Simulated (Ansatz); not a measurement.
Start from MgB₂ (space group P6/mmm, No. 191; a = 3.075 Å, c = 3.525 Å; relaxed with 0.1 eV smearing).

Method: Kohn–Sham DFT with the PBE functional, run in Ansatz (a quantum-chemistry and plane-wave program) with PAW and 420 eV plane waves, without spin-orbit coupling.

Strains are applied to the cell and any free atomic positions relax.

One change was made to it. Results:

The pressure (mean of the normal stresses, compression positive) goes from zero to 4.8 GPa; the energy increases by 4.2 meV/atom.

### Question
Which of these changes matches the shifts?
(A) isotropic strain −3.00 %
(B) isotropic strain −1.00 %
(C) isotropic strain −2.00 %
(D) isotropic strain +1.50 %
(E) isotropic strain +2.00 %

### Answer
B, isotropic strain −1.00 %. For comparison, the energy relative to the base in the other runs: isotropic strain −3.00 % gives +40 meV/atom; isotropic strain −2.00 % gives +17 meV/atom; isotropic strain +1.50 % gives +8.9 meV/atom; isotropic strain +2.00 % gives +16 meV/atom.

Stability against distortions was not tested. All final runs are without spin polarisation.
